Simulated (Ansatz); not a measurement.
Levels about the gap of amorphous IGZO (In6Ga12Zn6O33) (57 atoms in a cell of 737 Å³, 5.51 g/cm³; zone centre alone, so wide bands show as single levels with stretches between that a denser mesh fills), at the geometry that PBE relaxed, where it gives 0.2 GPa on a denser mesh. The participation number counts the atoms over which a state spreads; weights are charges in smoothed Voronoi cells. The levels come from a single point, so bond lengths are those of that geometry. Method of the levels: r2SCAN, scalar-relativistic without spin-orbit coupling (Ansatz, a first-principles code). Sampling: the zone centre alone; Fermi-Dirac width 0.02 eV; no spin polarisation. At PBE the levels at the filled edge of the gap are localised (band-tail or defect states), and the nearest spread-out levels lie 1.2 eV apart at the zone centre.

Preparation: random packing, a CHGNet melt and quench, and a DFT relaxation. O atoms were pushed apart under 1.9 Å during the dynamics, to hinder bonds among them. The hot cell started wider than the set density and was brought back towards it in steps. It is the lowest in DFT energy of 2 quenches. It is a model cell: composition and starting density were chosen by hand, and all elements were melted together. No dispersion term was used. Its density started from a set value of 5.59 and ended at 5.51 g/cm³. The simulated quench (nominally 170 K/ps over its main leg) is rapid and tends to freeze in more defects than a deposited or slowly cooled glass has. A cell of this size samples the disorder only roughly. Volume and shape were free in the relaxation.

```tsv
E - E(highest filled), eV	filling	participation number	largest on	weight O	weight In	weight Ga	weight Zn
-0.54	filled	14.8	O, 3 neighbours	0.81	0.01	0.03	0.16
-0.47	filled	14.5	O, 3 neighbours	0.91	0.01	0.03	0.05
-0.43	filled	16.2	O, 3 neighbours	0.87	0.01	0.04	0.08
-0.34	filled	19.6	O, 3 neighbours	0.82	0.02	0.02	0.14
-0.31	filled	16.1	O, 3 neighbours	0.81	0.02	0.02	0.15
-0.12	filled	4.8	O, 3 neighbours	0.80	0.01	0.02	0.18
0.00	filled	9.7	O, 4 neighbours	0.77	0.01	0.02	0.20
1.31	empty	45.9	In, 4 neighbours	0.50	0.21	0.19	0.10
3.73	empty	16.0	In, 4 neighbours	0.55	0.33	0.08	0.03
4.16	empty	20.3	In, 5 neighbours	0.56	0.23	0.13	0.09
4.36	empty	22.3	In, 5 neighbours	0.54	0.29	0.14	0.04
4.69	empty	42.8	In, 6 neighbours	0.55	0.16	0.20	0.09
4.72	empty	24.1	In, 5 neighbours	0.55	0.20	0.19	0.05
4.96	empty	17.9	In, 5 neighbours	0.53	0.32	0.11	0.04
```

Most localised among these is the filled level at -0.12 eV, on a O atom, which has 3 neighbours (Zn 1.88 Å, Zn 1.91 Å, Zn 1.95 Å).
